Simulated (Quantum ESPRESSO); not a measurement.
A self-consistent single point of ZnRh3 (I4/mmm, 4 atoms in the cell) with Quantum ESPRESSO.

Method of the run: LDA (PZ), GBRV 1.5 ultrasoft (LDA) pseudopotentials (plane waves; Quantum ESPRESSO).

The change in words: lattice scaled by 0.98. Reference geometry:
```
ZnRh3
1.0
   -1.85828     1.85828     3.70863
    1.85828    -1.85828     3.70863
    1.85828     1.85828    -3.70863
Zn Rh
1 3
Direct
  0.00000   0.00000   0.00000
  0.75000   0.25000   0.50000
  0.25000   0.75000   0.50000
  0.50000   0.50000   0.00000
```

Reference input (self-consistent single point, DFT, LDA (PZ), plane waves, GBRV 1.5 ultrasoft (LDA) pseudopotentials): ecutwfc = 50 Ry; ecutrho = 400 Ry; occupations = smearing; smearing = gaussian; degauss = 0.0036749 Ry; potentials = {Zn: zn_lda_v1.uspp.F.UPF, Rh: rh_lda_v1.4.uspp.F.UPF}; K_POINTS = automatic 11 11 11 0 0 0; conv_thr = 1e-11 Ry; mixing_beta = 0.3. This run's input differs from it in these lines:

```diff
@@ -27,5 +27,5 @@
 CELL_PARAMETERS angstrom
-  -1.8582790000     1.8582790000     3.7086280000
-   1.8582790000    -1.8582790000     3.7086280000
-   1.8582790000     1.8582790000    -3.7086280000
+  -1.8211130000     1.8211130000     3.6344550000
+   1.8211130000    -1.8211130000     3.6344550000
+   1.8211130000     1.8211130000    -3.6344550000
 ATOMIC_POSITIONS crystal
```

Output (repeated stretches shortened):

```
     Self-consistent Calculation

     iteration #  1     ecut=    50.00 Ry     beta= 0.30

---- Real-time Memory Report at c_bands before calling an iterative solver
           255 MiB given to the printing process from OS
           190 MiB allocation reported by mallinfo(arena+hblkhd)
------------------

     negative rho (up, down):  1.555E-01 0.000E+00

     total energy              =    -968.96315977 Ry
     estimated scf accuracy    <      15.51651179 Ry

     iteration #  2     ecut=    50.00 Ry     beta= 0.30

---- Real-time Memory Report at c_bands before calling an iterative solver
   [... lines left out ...]
           420 MiB given to the printing process from OS
           207 MiB allocation reported by mallinfo(arena+hblkhd)
------------------

     negative rho (up, down):  1.625E-01 0.000E+00

     total energy              =    -975.30184756 Ry
     estimated scf accuracy    <          6.3E-11 Ry

     iteration # 15     ecut=    50.00 Ry     beta= 0.30

---- Real-time Memory Report at c_bands before calling an iterative solver
           420 MiB given to the printing process from OS
           207 MiB allocation reported by mallinfo(arena+hblkhd)
------------------

     negative rho (up, down):  1.625E-01 0.000E+00
     End of self-consistent calculation

     the Fermi energy is    22.6817 ev

!    total energy              =    -975.30184756 Ry
     estimated scf accuracy    <          4.8E-12 Ry
     smearing contrib. (-TS)   =      -0.00026656 Ry
     internal energy E=F+TS    =    -975.30158099 Ry

     convergence has been achieved in  15 iterations

     negative rho (up, down):  1.625E-01 0.000E+00

     Forces acting on atoms (cartesian axes, Ry/au):

     atom    1 type  1   force =    -0.00000000   -0.00000000    0.00000000
   [... zero for the other atoms too ...]

     Total force =     0.000000     Total SCF correction =     0.000000

     negative rho (up, down):  1.625E-01 0.000E+00
          total   stress  (Ry/bohr**3)                   (kbar)     P=      270.36
   0.00183940   0.00000000   0.00000000          270.59        0.00        0.00
  -0.00000000   0.00183940   0.00000000           -0.00      270.59        0.00
  -0.00000000  -0.00000000   0.00183482           -0.00       -0.00      269.91

   JOB DONE.
```

The run converged in 15 iterations. Against the reference run the free energy goes up by 76.8 meV/atom and the pressure goes from 6.14 to 27.04 GPa.

The starting cell comes from a database of computed structures (which also holds hypothetical and non-ambient phases and stackings), without a prior relaxation at this level. Its lattice was rescaled by a random factor within 2.5 % of one. For this run, on top of that: lattice scaled by 0.98. Spin polarisation is off. With a pressure of about 27 GPa the cell is away from its equilibrium volume at this level.

Cost on one core of a shared machine: roughly 4 min.
